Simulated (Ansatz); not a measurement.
CdTe (model structure, P6₂22, No. 180, 6 atoms in the cell)

All values below come from PBE (Ansatz, a quantum-chemistry and plane-wave program, PAW).

Numerical settings: plane-wave cutoff 520 eV, 12×12×4 k mesh (along the axes of the cell as run), Fermi–Dirac smearing 0.01 eV, scalar-relativistic PAW data made under PBE.

Cell (relaxed at this level):

CdTe has the hexagonal space group P6₂22 (No. 180), Pearson symbol hP6. Cell: a = 4.6171 Å, b = 4.6171 Å, c = 10.4833 Å, α = 90.00°, β = 90.00°, γ = 120.00°. Cd on 3d is coordinated by 4 Te at 2.895 Å. Te on 3c has 4 Cd at 2.895 Å. (Neighbours: up to the widest gap in distance over summed covalent radii, below 1.35, at either atom; cation-cation and far metal-metal contacts left out.)

```yaml
band_gap: 0.02 eV (under three smearing widths, so not firm)
smallest_direct_gap_on_the_k_points_sampled: 0.06 eV
bulk_modulus: 38.9 GPa
```

Note: the bulk modulus is −V dP/dV from two relaxed cells at ±2 % in volume; the relaxation could raise the start's symmetry but not lower it, so the cell can be a saddle point.

Spin–orbit coupling is not included; it can close the smallest gap of 0.02 eV.

Static lattice: no zero-point or thermal effects.

Cost on a shared machine: roughly 21 core-minutes.

A model structure was made by putting elements into a prototype or built by hand; it is no filed structure, need not be a known phase, and can be a saddle point held by its symmetry.
